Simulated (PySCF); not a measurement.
PySCF 2.14.0, WB97X/def2-svp, df: Si(Br)4 (Br[Si](Br)(Br)Br), 5 atoms. The geometry is a generated start, not checked to be a minimum at this level.

| Item | Result |
|---|---|
| task | energy |
| method | wb97x |
| basis | def2-svp |
| two-electron scheme | density fitting |
| mol.max_memory | 3000 MB |
| mf.max_cycle | 100 |
| mf.conv_tol | 1e-09 (default) |
| mf.grids.level | 3 (default) |
| basis functions | 146 |
| grid points | 100880 |

```xyz
5

Br    -1.1405    -1.5015    -1.1364
Si     0.0047     0.0085    -0.0059
Br    -1.1460     1.8956     0.0797
Br     1.9608     0.3458    -0.9805
Br     0.3211    -0.7484     2.0431
```

With the defaults (mf.diis = true, mf.damp = 0, mf.diis_start_cycle = 1, mf.diis_space = 8, mf.diis_damp = 0, mf.init_guess = minao, mf.DIIS = CDIIS) it converges in 11 Fock builds. One run each on 2 threads, 1 BLAS thread, with these changes:
- mf.diis = false, mf.damp = 0.7, mf.diis_start_cycle = 999
- mf.diis_damp = 0.3
- mf.init_guess = 1e
- mf.DIIS = ADIIS
- mf.diis = false
- mf.init_guess = atom
- mf.diis_space = 12
- mf.diis_space = 5
- mf.damp = 0.7, mf.diis_start_cycle = 8

Name the settings that don't reach the solution of the defaults.

No convergence: mf.diis = false (the run ends without SCF convergence in 100 cycles). The rest reach the solution of the defaults.

```tsv
setting	Fock builds	end
the defaults	11	same solution
mf.diis_space = 5	11	same solution
mf.init_guess = atom	11	same solution
mf.diis_space = 12	11	same solution
mf.diis_damp = 0.3	12	same solution
mf.damp = 0.7, mf.diis_start_cycle = 8	16	same solution
mf.DIIS = ADIIS	16	same solution
mf.init_guess = 1e	19	same solution
mf.diis = false, mf.damp = 0.7, mf.diis_start_cycle = 999	36	same solution
mf.diis = false	101	no convergence
```
